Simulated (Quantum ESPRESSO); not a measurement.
Quick settings and what they miss: TaCu₃Te₂Se₂ (Cmm2, 8 atoms in the cell)

Self-consistent single point.

```
TaCu3(TeSe)2
1.0
    4.16845     4.21559     0.00000
   -4.16845     4.21559     0.00000
    0.00000     0.00000     5.91762
Ta Cu Te Se
1 3 2 2
Direct
  0.00000   0.00000   0.99378
  0.50000   0.00000   0.98962
  0.00000   0.50000   0.98962
  0.00000   0.00000   0.50338
  0.26273   0.73727   0.25834
  0.73727   0.26273   0.25834
  0.75807   0.75807   0.75346
  0.24193   0.24193   0.75346
```

Method of the run: LDA (PZ), PSlibrary PAW (LDA) pseudopotentials (plane waves; Quantum ESPRESSO 7.5).

Base settings: ecutwfc = 55 Ry; ecutrho = 330 Ry; occupations = fixed; K_POINTS = automatic 3 3 3 0 0 0; nbnd = 39; conv_thr = 1e-09 Ry.

Tight run (finer mesh or higher cutoff; not a proven limit): ecutwfc: 55 Ry → 77 Ry; ecutrho: 330 Ry → 462 Ry; conv_thr: 1e-09 Ry → 7.3e-11 Ry; K_POINTS: automatic 3 3 3 0 0 0 → automatic 5 5 5 0 0 0. It gave top of the valence band (on the code's own zero) 5.59 eV; gap on the k-point mesh 1.34 eV; pressure -7.12 GPa; largest force (vector length) 1.081 eV/Å.

Quick runs, as changes from the base:
- A: the base itself
- B: ecutwfc: 55 Ry → 33 Ry; ecutrho: 330 Ry → 198 Ry; occupations: fixed → smearing; nbnd: 39 → default; conv_thr: 1e-09 Ry → 7.3e-06 Ry; K_POINTS: automatic 3 3 3 0 0 0 → automatic 1 1 1 1 1 1; smearing: default → fd; degauss: default → 0.0099958 Ry
- C: ecutwfc: 55 Ry → 38 Ry; ecutrho: 330 Ry → 228 Ry; K_POINTS: automatic 3 3 3 0 0 0 → automatic 4 4 4 0 0 0

Dashes: pressure of B, not trusted under this conv_thr with d or f elements; gap of B, left out as unsure on this mesh or at this smearing.

Gaps are read on each run's own mesh, which may miss the band edges.

The count of work is k-points × plane waves × bands × iterations; it is no time. Core times come from one kind of shared machine and are given to one figure; runs under 30 s give none.

The starting cell comes from a database of computed structures (which also holds hypothetical and non-ambient phases and stackings), without a prior relaxation at this level. Its lattice was rescaled by a random factor within 2.5 % of one. Spin-orbit coupling is off. In the base run, with a pressure of about -7 GPa the cell is away from its equilibrium volume at this level. In the base run, forces exceed 1 eV/Å.

| run | energy less tight (meV/atom) | pressure less tight (GPa) | largest miss in a force vector (eV/Å) | gap on the mesh less tight (eV) | count of work / tight | core time / tight (rough) |
|---|---|---|---|---|---|---|
| A | 4.5 | -0.04 | 0.008 | 0.211 | 0.17 | 0.2 |
| B | 319.5 | – | 0.844 | – | 0.0067 | 0.04 |
| C | 37.1 | -0.41 | 0.006 | -0.164 | 0.23 | 0.2 |

Among the runs at the tight run's level, the energy misses run from 4.5 to 319.5 meV/atom.

Left out of this page: 3 runs of the series outside the window shown, repeating another row's setting, or not comparable.
